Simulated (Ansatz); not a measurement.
Band structure of LiCl (Fm-3m, 2 atoms in the cell).

```yaml
crystal:
  lattice:
    - [0.00000, 2.48035, 2.48035]
    - [2.48035, 0.00000, 2.48035]
    - [2.48035, 2.48035, 0.00000]
  atoms:
    - { symbol: Li, position: [0.00000, 0.00000, 0.00000] }
    - { symbol: Cl, position: [0.50000, 0.50000, 0.50000] }
```

Method of the run: PBE, PAW files (plane waves; Ansatz, a first-principles code).

Settings: kpoints.mp_grid.grid = 11 11 11; hamiltonian.xc = pbe; hamiltonian.pseudopotentials = {kind: paw} (the program's default PAW files); scf.occupations.method = fermi_dirac; scf.occupations.width = 0.02 eV; kpoints.band_path.npoints = 8.

The starting cell comes from a database of computed structures (which also holds hypothetical and non-ambient phases and stackings), without a prior relaxation at this level. Its lattice was rescaled by a random factor within 2.5 % of one.

Q: Predict the gap along the standard path and the places of the band edges.

A: The gap along the path is 6.84 eV, from a point between K and Γ to L; the smallest direct gap on it is 6.95 eV.

Levels in eV from the top of the valence band on the path, bands 2 to 8:
```tsv
point	2	3	4	5	6	7	8
Γ	-13.78	0.00	0.00	0.00	6.95	11.84	11.84
X	-12.75	-3.38	-1.30	-1.30	8.04	8.06	13.33
W	-12.76	-2.50	-2.50	-1.24	9.85	10.35	10.68
K	-12.79	-2.91	-2.09	-0.98	8.11	10.16	12.01
L	-13.07	-3.25	-0.31	-0.31	6.84	9.45	9.45
U	-12.79	-2.91	-2.09	-0.98	8.11	10.16	12.01
```

Keys are those of Ansatz 0.2.
